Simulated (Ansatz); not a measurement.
End structure of a constructed model of the (111) surface of fcc Ni, ferromagnetic, a pseudomorphic layer of Zn in the other hollow (bottom of the slab: a bare face, its two planes held):

```yaml
crystal:
  lattice:
    - [2.48857, 0.00000, 0.00000]
    - [-1.24429, 2.15517, 0.00000]
    - [0.00000, 0.00000, 28.50000]
  atoms:
    - { symbol: Ni, position: [0.33333, 0.66667, 0.28417] }
    - { symbol: Ni, position: [0.66667, 0.33333, 0.35546] }
    - { symbol: Ni, position: [0.00000, 0.00000, 0.42666] }
    - { symbol: Ni, position: [0.33333, 0.66667, 0.49802] }
    - { symbol: Ni, position: [0.66667, 0.33333, 0.56915] }
    - { symbol: Ni, position: [0.00000, 0.00000, 0.64058] }
    - { symbol: Zn, position: [0.66667, 0.33333, 0.71713] }
```

Set-up: 7 atoms, 12.3 Å thick at the start; mesh 17x17x1; 0.1 eV smearing; dipole correction on; 2 atoms held, the rest relaxed; held to the start's symmetry, so lower structures may exist; spin-polarised, ending with about 3.6 μB a cell; orders that need a larger cell were not tried, no spin-orbit, no U. In PBE it is, or lies within 0.01 eV a 1x1 cell of, the lowest of the 2 structures of its composition computed so far; larger cells were not tried.

**Question.** Estimate the work function of the top face that PBE (Ansatz, a quantum-chemistry and plane-wave program) returns for this input.

**Answer.** 4.53 eV
